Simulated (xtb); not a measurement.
xtb 6.7.1, GFN2-xTB: COc1ccc2cc(-c3ccc4c(c3)oc3cc(-c5ccc6cc(SC)ccc6c5)ccc34)ccc2c1, 61 atoms. The geometry is a generated start, not checked to be a minimum at this level.

```yaml
run_flags: --grad
method: GFN2-xTB
"--acc": 1 (default)
"--etemp (K)": 300 (default)
basis_functions: 178
valence_electrons: 178
```

One run each on 1 thread. Values of broydamp tried: 0.02, 0.05, 0.1, 0.2, 0.4 (default), 0.6, 0.8, 1.

**Question.** Predict the course of the SCC iterations along this series.

**Answer.** Fewest SCC iterations, within one of each other: 0.2 with 13, 0.4 (default) with 13, 0.6 with 13, 0.8 with 14. The count rises to 20 at 0.02. All converge to one solution.

| broydamp | SCC iterations | end |
|---|---|---|
| 0.02 | 20 | same solution |
| 0.05 | 18 | same solution |
| 0.1 | 15 | same solution |
| 0.2 | 13 | same solution |
| 0.4 (default) | 13 | same solution |
| 0.6 | 13 | same solution |
| 0.8 | 14 | same solution |
| 1 | 15 | same solution |
